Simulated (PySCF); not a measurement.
PySCF 2.14.0, unrestricted PBE0/def2-svp, df: Cu(F)(k2OAc) (CC1[O][Cu]([F])<-[O]=1), charge 0, multiplicity 2, 9 atoms. The geometry is a generated start, not checked to be a minimum at this level.

```json
{
 "task": "energy",
 "method": "pbe0",
 "basis": "def2-svp",
 "two_electron_scheme": "density fitting",
 "mol.max_memory": "16000 MB",
 "mf.max_cycle": "100",
 "mf.init_guess": "minao (default)",
 "mf.DIIS": "CDIIS (default)",
 "mf.diis_space": "8 (default)",
 "mf.conv_tol": "1e-09 (default)",
 "mf.grids.level": "3 (default)",
 "basis_functions": "116",
 "grid_points": "120728"
}
```

Hardware: Arm Neoverse V2, 96 cores on 1 socket, no SMT, 1 L3 cache group.

Wall times, medians of two to five repeats, each run alone on the node (launch to exit). Processes are pinned to neighbouring cores unless said otherwise. The build: PyPI wheel: OpenMP (GNU), a bundled serial OpenBLAS 0.3.3 under its C layer, NumPy's threaded OpenBLAS held to generic ARMv8 kernels, libcint, Libxc; another build can shift the numbers. Scratch files lie in a memory file system.

Started as
```bash
OMP_NUM_THREADS=16 OPENBLAS_NUM_THREADS=1 python -u run.py
```
(16 threads, 1 BLAS thread, mf.DIIS = CDIIS (default)) it takes 4.8 s and 22 Fock builds (products with the orbital Hessian counted alike).

### Question
Predict the time once the run is changed to mf.DIIS = ADIIS.

### Answer
About 8.8 s (2 runs within 1 %): 1.8× as long. The largest move is in exchange-correlation on the grid (vxc): 3.4 s to 6.6 s. The count of Fock builds goes from 22 to 41. SCF cycles go from 20 to 39. Change in the result: energy under 0.001 meV/atom, <S²> under 0.001.
